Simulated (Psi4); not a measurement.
Psi4 1.11, PBE0/def2-svp: W(S)2(F)(OH) ([OH][W]([F])(=[S])=[S]), 6 atoms. The geometry is a generated start, not checked to be a minimum at this level.

```yaml
task: energy
method: pbe0
basis: def2-svp
memory: 3 GB
maxiter: 100
keys_of_the_molecule_block: symmetry c1
scf_type: df (default)
e_convergence: 1e-06 (default)
d_convergence: 1e-06 (default)
dft_radial_points: 75 (default)
dft_spherical_points: 302 (default)
effective_core_potentials: those of the basis set, past Kr
basis_functions: 101
grid_points: 130540
```

```xyz
6

W      0.1950     0.3257    -0.0223
S      1.6567     0.0034    -1.6041
S      1.3065     0.3020     1.8494
F     -0.4046     2.0690    -0.2351
O     -1.0814    -0.9675    -0.0272
H     -1.6721    -1.7326     0.0393
```

Charge 0 and multiplicity 1 are set for this test and not shown to be the ground state.

With the defaults (diis = true, scf_initial_accelerator = adiis, damping_percentage = 0, diis_start = 1, soscf = false, soscf_start_convergence = 0.01, diis_max_vecs = 10, guess = auto, which took SAD, level_shift = 0, level_shift_cutoff = 0.01) it converges in 11 SCF iterations. One run each on 2 threads, with these changes:
- scf_initial_accelerator = ediis
- soscf = true, soscf_start_convergence = 0.1
- diis_start = 4
- guess = sadno
- soscf = true
- diis = false, scf_initial_accelerator = none, damping_percentage = 60
- guess = sapgau
- level_shift = 0.5, level_shift_cutoff = 0.001
- diis_max_vecs = 6

**Question.** Name the settings that don't reach the solution of the defaults.

**Answer.** No convergence: diis = false, scf_initial_accelerator = none, damping_percentage = 60 (the run ends without SCF convergence in 100 iterations). The rest reach the solution of the defaults.

| setting | SCF iterations | JK calls | end |
|---|---|---|---|
| soscf = true, soscf_start_convergence = 0.1 | 8 | 34 | same solution |
| soscf = true | 8 | 29 | same solution |
| the defaults | 11 | 12 | same solution |
| scf_initial_accelerator = ediis | 11 | 12 | same solution |
| level_shift = 0.5, level_shift_cutoff = 0.001 | 11 | 12 | same solution |
| diis_max_vecs = 6 | 13 | 14 | same solution |
| guess = sadno | 13 | 13 | same solution |
| guess = sapgau | 15 | 15 | same solution |
| diis_start = 4 | 19 | 20 | same solution |
| diis = false, scf_initial_accelerator = none, damping_percentage = 60 | 100 | 101 | no convergence |

An SOSCF iteration holds several JK calls; a Hückel guess adds calls on atoms. 1 further run of the study ended by our limits or in an error and is left out.
